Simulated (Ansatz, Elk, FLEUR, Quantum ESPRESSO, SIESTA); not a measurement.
## Fe2Si (I4/mmm, 3 atoms in the cell) computed with different codes at matched settings

Self-consistent single point, at a second geometry (lattice scaled by 0.98). First geometry:

```yaml
crystal:
  lattice:
    - [-1.33414, 1.33414, 4.40849]
    - [1.33414, -1.33414, 4.40849]
    - [1.33414, 1.33414, -4.40849]
  atoms:
    - { symbol: Fe, position: [0.33963, 0.33963, 0.00000], spin: 4.0 }
    - { symbol: Fe, position: [0.66037, 0.66037, 0.00000], spin: 4.0 }
    - { symbol: Si, position: [0.00000, 0.00000, 0.00000] }
```
(The spins are starting values, not results.)

Shared settings, as Ansatz (a quantum-chemistry and plane-wave program) writes them: kpoints.mp_grid.grid = 9 9 9; scf.occupations.method = fermi_dirac; scf.occupations.width = 0.01 Ry. Potentials and cutoffs stand in the table.

| code | model | ΔF from the first geometry (meV/atom) | pressure (GPa) | largest force (eV/Å) | size of the net moment (μB/atom) | cutoff |
|---|---|---|---|---|---|---|
| FLEUR | LDA (Perdew-Zunger), all-electron FLAPW (FLEUR), scalar-relativistic valence | -7.7 | – | 0.189 | 0.44 | Kmax 3.6 1/bohr |
| SIESTA | LDA PW92, numerical atomic orbitals DZP, PseudoDojo LDA standard norm-conserving potentials (rewritten from UPF to PSML) | -18.0 | 3.06 | 0.285 | 0.57 | grid 350 Ry |
| Ansatz | LDA (PW92), PAW files made with PBE | -8.3 | 6.06 | 0.032 | 0.51 | default |
| Quantum ESPRESSO | LDA (PZ), PSlibrary PAW (LDA) pseudopotentials | -6.1 | 6.67 | 0.067 | 0.44 | 55 Ry |
| Elk | LDA (PW92), all-electron FP-LAPW, Elk's shipped species files, default APW+lo basis | – | – | – | 0.00 | rgkmax 7 |

A dash marks a value that a program does not give, or that is left out as unsure.

The net moments differ, which can mean other magnetic states; other values may part for that reason too.

On Ansatz's run: the moments shrank to a small part of their start, a low-spin state that need not be the lowest.

The spread over the programs that give each value: ΔF from the first geometry within 11.9 meV/atom; pressure within 3.61 GPa; largest force within 0.253 eV/Å; size of the net moment within 0.57 μB/atom.

SIESTA uses small atom-centred bases, whose incompleteness enters pressures, forces and empty levels differently from a plane-wave cutoff. FLEUR and Elk treat all electrons, but the usual bases taken here (sphere radii, linearisation, local orbitals, empty states) were not tested for convergence, so the values are no reference for the others. Ansatz's pressure is given at a fixed set of plane waves, as the other plane-wave codes print theirs; with its correction for the finite basis it is 6.17 GPa. The same LDA comes in different parametrisations, which differ slightly. In the pressure, SIESTA (by 3.31) lies more than 1 GPa from the median of the plane-wave programs. In the force vectors, FLEUR (by 0.139) and SIESTA (by 0.334) lie more than 0.08 eV/Å from the median of the plane-wave programs.

The starting cell comes from a database of computed structures (which also holds hypothetical and non-ambient phases and stackings), without a prior relaxation at this level. Its lattice was rescaled by a random factor within 2.5 % of one. For this run, on top of that: lattice scaled by 0.98.

Keys are those of Ansatz 0.2.
